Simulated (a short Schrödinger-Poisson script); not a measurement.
System: gated Al0.33Ga0.67As/GaAs modulation-doped gas, at 20 K.

```tsv
layer	material	thickness (nm)	Nd (cm⁻³)	Na (cm⁻³)
1	Al0.33Ga0.67As	15	-	-
2	Al0.33Ga0.67As	20	7e17	-
3	Al0.33Ga0.67As	20	-	-
4	GaAs	6000	-	9e14
```

The device is made up for the run: typed textbook-type constants, with dimensions and the other settings drawn at random. Al0.33Ga0.67As: permittivity 11.96, conduction-band edge (eV) 0.261, gap (eV) 1.836, electron mass (mₑ) 0.0944, Nv at 300 K (cm⁻³) 9e18. GaAs: permittivity 12.9, conduction-band edge (eV) 0, gap (eV) 1.424, Nv at 300 K (cm⁻³) 9e18.

Channel valleys (confinement mass, in-plane density-of-states mass, number): Γ 0.067, 0.067, 1. At the gate the conduction-band edge of layer 1 lies 1.01 eV − eVg above the Fermi level of the channel; the field vanishes at the back. Donor level 0.02 eV below the band edge. The barrier under the gate holds no holes. Gaps are held at their typed values at every temperature. Mesh 0.08 nm at interfaces.

Solved with a short Schrödinger-Poisson script written for these runs: 1D Poisson equation in equilibrium, electrons quantum, Hartree (BenDaniel-Duke, 40 states a valley, the channel's in-plane mass for all, wave functions free to enter the barrier), parabolic valleys, classical holes, donors ionised by Fermi statistics, acceptors fully, no traps, pinning or gate leakage.

The same stack at other levels of the model or other numerical settings:

```
run                                                                  sheet density of all electrons at Vg = 0.5 V (cm⁻²)  capacitance at Vg = 0.5 V (μF/cm²)  centroid of the channel electrons at Vg = 0.5 V (nm)  gate voltage at 1e11 electrons/cm² (V)  rough cost against the base
-------------------------------------------------------------------  ---------------------------------------------------  ----------------------------------  ----------------------------------------------------  --------------------------------------  ---------------------------
base                                                                                                             1.50e11                               0.171                                                  7.62                                    0.45                      about 1
electrons treated as classical, Boltzmann                                                                        1.89e11                               0.189                                                  0.73                                    0.43                         0.03
electrons treated as classical, Fermi-Dirac                                                                      1.65e11                               0.171                                                  3.29                                    0.44                          0.1
electrons treated as quantum, Hartree plus LDA exchange-correlation                                              1.56e11                               0.174                                                  7.41                                    0.45                      about 1
mesh six times as coarse                                                                                         1.50e11                               0.171                                                  7.61                                    0.45                          0.3
one subband a valley                                                                                             1.50e11                               0.171                                                  7.62                                    0.45                          0.2
```

The classical rows ignore confinement, and Boltzmann statistics overrate the density once the band edge passes the Fermi level.
